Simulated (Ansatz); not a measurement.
**A self-consistent single point of a (111) slab of CaIr2 (cut from a parent of space group no. 227; 12 atoms in the cell) with Ansatz (a first-principles code)**

Level of theory: PBEsol, default PAW files made with PBE (plane waves; Ansatz).

Input as run:

Ansatz 0.2 input:
```yaml
# CaIr2
crystal:
  lattice:
    - [5.35989200, 0.00000000, 0.00000000]
    - [2.67994600, 4.64180300, 0.00000000]
    - [0.00000000, 0.00000000, 21.11149300]
  atoms:
    - { symbol: Ca, position: [0.14306400, 0.14306400, 0.33157300] }
    - { symbol: Ca, position: [0.47639800, 0.47639800, 0.38339800] }
    - { symbol: Ca, position: [0.47639800, 0.47639800, 0.53886700] }
    - { symbol: Ca, position: [0.80973100, 0.80973100, 0.59069200] }
    - { symbol: Ir, position: [0.80973100, 0.80973100, 0.35748300] }
    - { symbol: Ir, position: [0.97639800, 0.97639800, 0.46113300] }
    - { symbol: Ir, position: [0.97639800, 0.47639800, 0.46113300] }
    - { symbol: Ir, position: [0.47639800, 0.97639800, 0.46113300] }
    - { symbol: Ir, position: [0.14306400, 0.14306400, 0.56478200] }
    - { symbol: Ir, position: [0.30973100, 0.30973100, 0.66842700] }
    - { symbol: Ir, position: [0.30973100, 0.80973100, 0.66842700] }
    - { symbol: Ir, position: [0.80973100, 0.30973100, 0.66842700] }
basis:
  ecutwfc: 420.0
kpoints:
  mp_grid: { grid: [5, 5, 1] }
hamiltonian:
  xc: pbesol
  pseudopotentials: { kind: paw }
scf:
  occupations: { method: fermi_dirac, width: 0.1 }
output:
  forces: true
  eigenvalues: true
  stress: true
```

Log, with long lists cut:

```
WARN the atoms were moved onto the symmetric positions of the space group found under crystal.symmetry.tolerance 1.0e-5 (fractional …
WARN ansatz: RAYON_NUM_THREADS=1 ignored (pool sized by the plan → 1); use --threads N
Pseudopotentials: kind: paw
Pseudopotential: Ca, paw, valence charge 10
Pseudopotential: Ir, paw, valence charge 17
Crystal: 12 atoms, lattice volume = 525.245 Å³
Basis set: ecut = 420 eV, 10205 PW (Γ), exchange–correlation on 72×72×288 points (8 copies of the dense FFT grid, shifted against one another)
Bands: 106, of which v1, the nominal top of the filled ones, is band 88 counted from 1 (87 counted from 0)
Symmetry: 6 space group operations
Space group: P3m1 (ITA 156), of the structure as read, at distance tolerance 8.1e-5 Å
k-points: 5 of 25 (time reversal used)
PAW frozen core: Ca, regenerated for the run's functional, and the local potential with it
PAW frozen core: Ir, regenerated for the run's functional, and the local potential with it
Initial density: superposition of atomic densities (neutral atoms: chi_scale 0, normalization atom), corrected by the library's trained network
Initial wavefunctions: pseudopotential atomic-orbital guess
Eigensolver: davidson
Functional: x = pbesol(κ = 0.804, μ = 0.12345679012345678), c = pbesol(β = 0.046)
SCF iter   1: F=—  HF=-101565.938044 eV  |F-HF|=—  |Δ(HF+E_count)|=         —  Δρ=2.23e-2  dr2=4.69e1  ethr=1.77e-3  ⟨swp⟩=10.8  Hψ=2671  notcnv=0  defer=3
all-band conjugate gradients solve this SCF's bands
preconditioner: auto → LDOS
SCF iter   2: F=—  HF=-101565.398249 eV  |F-HF|=—  |Δ(HF+E_count)|=   5.40e-1  Δρ=1.03e-2  dr2=4.52e0  ethr=1.77e-3  ⟨swp⟩=3.0  Hψ=761  notcnv=0  defer=7
SCF iter   3: F=—  HF=-101565.199496 eV  |F-HF|=—  |Δ(HF+E_count)|=   1.99e-1  Δρ=3.29e-3  dr2=4.93e-1  ethr=1.77e-3  ⟨swp⟩=2.2  Hψ=612  notcnv=0  defer=7
SCF iter   4: F=—  HF=-101565.200799 eV  |F-HF|=—  |Δ(HF+E_count)|=   1.30e-3  Δρ=5.54e-4  dr2=4.47e-3  ethr=2.80e-4  ⟨swp⟩=2.0  Hψ=655  notcnv=0  defer=7
SCF iter   5: F=—  HF=-101565.202520 eV  |F-HF|=—  |Δ(HF+E_count)|=   1.72e-3  Δρ=1.83e-4  dr2=2.49e-4  ethr=2.54e-6  ⟨swp⟩=2.0  Hψ=795  notcnv=0  defer=7
SCF iter   6: F=—  HF=-101565.202752 eV  |F-HF|=—  |Δ(HF+E_count)|=   2.32e-4  Δρ=7.76e-5  dr2=8.45e-5  ethr=1.41e-7  ⟨swp⟩=2.0  Hψ=779  notcnv=0  defer=7
SCF iter   7: F=—  HF=-101565.203652 eV  |F-HF|=—  |Δ(HF+E_count)|=   9.00e-4  Δρ=2.96e-5  dr2=1.95e-5  ethr=4.80e-8  ⟨swp⟩=2.0  Hψ=726  notcnv=0  defer=7
SCF iter   8: F=—  HF=-101565.203651 eV  |F-HF|=—  |Δ(HF+E_count)|=   8.21e-7  Δρ=1.40e-5  dr2=3.94e-6  ethr=1.11e-8  ⟨swp⟩=2.0  Hψ=753  notcnv=0  defer=7
SCF iter   9: F=—  HF=-101565.203654 eV  |F-HF|=—  |Δ(HF+E_count)|=   2.34e-6  Δρ=6.73e-6  dr2=5.61e-7  ethr=2.24e-9  ⟨swp⟩=2.0  Hψ=711  notcnv=0  defer=7
SCF iter  10: F=—  HF=-101565.203655 eV  |F-HF|=—  |Δ(HF+E_count)|=   8.61e-7  Δρ=2.68e-6  dr2=1.09e-7  ethr=5.68e-11  ⟨swp⟩=13.6  Hψ=2442  notcnv=0
SCF iter  11: F=-101565.203655 eV  HF=-101565.203655 eV  |F-HF|=6.39e-8  |Δ(HF+E_count)|=   1.27e-8  Δρ=1.17e-6  dr2=1.27e-8  ethr=5.68e-11  ⟨swp⟩=5.0  Hψ=1789  notcnv=0
SCF 1 converged in 11 iterations: F = -101565.203655 eV  dr2 = 1.27e-8
SCF converged after 11 iterations
Free energy (F): -101565.203655 eV
Harris-Foulkes:  -101565.203655 eV  (|F-HF|=6.39e-8)
Internal energy: -101564.751866 eV  (E = F + TS)
E sigma→0 (E₀):  -101564.977760 eV
Entropy (-TS):   -0.451789 eV (-37.649 meV/atom)
Fermi energy:    4.298283 eV
--- Per-component energies (eV) ---
  E_band       = -4061.235970
  E_kinetic    = 6077.968293
  E_local      = -154880.992452  (includes V_loc(G=0)·N_el)
  E_nonlocal   = 878.962219
  E_hartree    = 74530.574742
  E_xc         = -2659.890998
  E_vxc        = -3058.380269  (∫ρ·V_xc dr)
  E_paw        = -76059.359155  (= ΣΔE_a)
  E_vpaw       = -2139.969011  (= ΣTr[D̂ρ^β])
  E_aug_tail   = 0.000442  (compensation charges beyond the density's cutoff)
  E_ewald      = 50545.387588
  E_core_change = 2.597456  (= ΣΔE_core)
  E_smearing   = -0.451789  (= −TS)
  E_closure    = -0.000000  (closes the sum)
  Σ components = -101565.203655   (vs F -101565.203655, Δ=0.00e0)
--- Forces (eV/Å), atoms counted from 1 ---
  atom   1  Ca     0.00000000    -0.00000000     0.13927321
  atom   2  Ca    -0.00000000     0.00000000     0.52592657
  atom   3  Ca    -0.00000000    -0.00000000     0.27110051
  atom   4  Ca     0.00000000     0.00000000     0.80528820
  atom   5  Ir     0.00000000    -0.00000000     0.91805944
  atom   6  Ir    -0.37074961    -0.21405239    -0.00830226
  atom   7  Ir     0.00000000     0.42810478    -0.00830226
  atom   8  Ir     0.37074961    -0.21405239    -0.00830226
  atom   9  Ir    -0.00000000     0.00000000    -0.73954729
  atom  10  Ir     0.16525697     0.09541116    -0.63173639
  atom  11  Ir    -0.00000000    -0.19082231    -0.63173639
  atom  12  Ir    -0.16525697     0.09541116    -0.63173639
  max |Σ_I F_I| component: 1.53e-5 eV/Å
--- Stress (GPa, compression-positive) ---
       -5.413191      -0.000000      -0.000000
       -0.000000      -5.413191       0.000000
        0.000000       0.000000      -3.229467
  P = ⅓ Tr σ = -4.6853 GPa (-46.853 kbar)
  The stress holds the Pulay correction. Without it, at fixed plane waves, as pw.x and ABINIT print it: P = -4.6989 GPa
--- Band table (eV; the first three rows and the last of 5) ---
  k-point 0: bands = ["-87.4641", "-87.4333", "-87.3984", "-87.3984", "-87.2823", "-87.2433", "-87.2433", "-86.6537", "-44.9301", "-44.7611", "-44.5151", "-44.4571", "-44.4571", "-44.2974", "-44.2974", "-44.2093", "-44.2093", "-44.2004", "-44.1178", [...]
  k-point 1: bands = ["-87.4634", "-87.4309", "-87.4016", "-87.3984", "-87.2790", "-87.2466", "-87.2433", "-86.6537", "-44.8922", "-44.7234", "-44.5224", "-44.4568", "-44.4384", "-44.3064", "-44.2791", "-44.2217", "-44.1998", "-44.1826", "-44.1316", [...]
  k-point 2: bands = ["-87.4623", "-87.4248", "-87.4088", "-87.3984", "-87.2715", "-87.2542", "-87.2433", "-86.6537", "-44.8158", "-44.6544", "-44.5423", "-44.4508", "-44.4056", "-44.3347", "-44.2461", "-44.2216", "-44.1864", "-44.1683", "-44.1483", [...]
  k-point 4: bands = ["-87.4620", "-87.4209", "-87.4129", "-87.3984", "-87.2669", "-87.2588", "-87.2433", "-86.6537", "-44.7801", "-44.6354", "-44.5442", "-44.4619", "-44.3858", "-44.3645", "-44.2489", "-44.2074", "-44.1929", "-44.1595", "-44.1473", [...]
```

The run converged in 11 iterations.

The starting cell comes from a database of computed structures (which also holds hypothetical and non-ambient phases and stackings), without a prior relaxation at this level. The slab is cut from that crystal, and its faces are unrelaxed. Its lattice was rescaled by up to half a per cent. Spin-orbit coupling is off. Spin polarisation is off. The two faces of this cut differ, and no dipole correction was used.
